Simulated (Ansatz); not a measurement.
Defect: interstitial H in corundum, charge state +1. The step: a direct jump of one H atom; the atom moves 1.11 Å along (0.23, 0.07, -0.04) of the unit cell; the moving atom starts with neighbours Al at 2.05, Al at 2.13; O at 1.01, O at 1.71, O at 2.17 Å and ends with Al at 2.05, Al at 2.13; O at 1.01, O at 1.71, O at 2.17 Å. A PBE band in Ansatz (plane-wave PAW, the Γ point alone, 120 host sites, 71 SCF runs with any check of the saddle's order, static, no finite-size correction) gives a forward barrier of 0.20 eV. The program found a first-order saddle point. The charge state is imposed; whether it is stable for some Fermi level was not computed. Sites that were not tried may lie lower.

Single points at the band's start and saddle point can refine it. Rough cost of one point, in units of the band's mean SCF on the same machine:

| Level | Cost of one point |
|---|---|
| PBE, a 2×2×2 k-point mesh shifted by half a step along c | about 7 |
| r2SCAN at 500 eV, the Γ point alone | about 3 |

### Question
Which of these move the barrier by more than 0.1 eV, and how far does each move it?

### Answer
Not one does. PBE, a 2×2×2 k-point mesh shifted by half a step along c: 0.00 eV; r2SCAN at 500 eV, the Γ point alone: +0.04 eV. Each functional is compared with PBE at the same k-points.

Ansatz is a program for electronic structure.
